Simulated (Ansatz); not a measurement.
## What tensor shear ε_xy = −2.03 % does to Nb

The reference is Nb in the bcc (W type) structure (space group Im-3m, No. 229; a = 3.271 Å). Axes: x, y, z lie along the cube axes.

The change: a pure shear with ε_xy = ε_yx = -0.0203; the atoms relax in the strained cell.

Calculations: Ansatz (a program for electronic structure) PBEsol, without spin-orbit coupling. k-mesh 20×20×20 (Γ-centred); smearing 0.05 eV (Fermi–Dirac).

The volume per atom stays 17.50 Å³ and the space group goes from Im-3m (No. 229) to Fmmm (No. 69). The shortest interatomic distance decreases by 0.038 Å to 2.795 Å and the energy rises by 1.7 meV/atom. The pressure (mean of the normal stresses, compression positive) goes from zero to 0.2 GPa and the band gap is still zero. The stress (xx, yy, zz, yz, xz, xy; compression positive) comes out as (0.1, 0.1, 0.3, 0.0, 0.0, 0.6) GPa (rough).

Final structure:

```
CELL_PARAMETERS angstrom
     -1.66883     1.66883     1.63563
      1.66883    -1.66883     1.63563
      1.60243     1.60243    -1.63563
ATOMIC_POSITIONS crystal
  Nb 0.00000 0.00000 0.00000
```

Without a gap, meshes like the base's 20×20×20 leave anisotropic stresses uncertain by several tenths of a GPa, and small strain energies with them. Stability against distortions was not tested. The final runs are not spin-polarised.
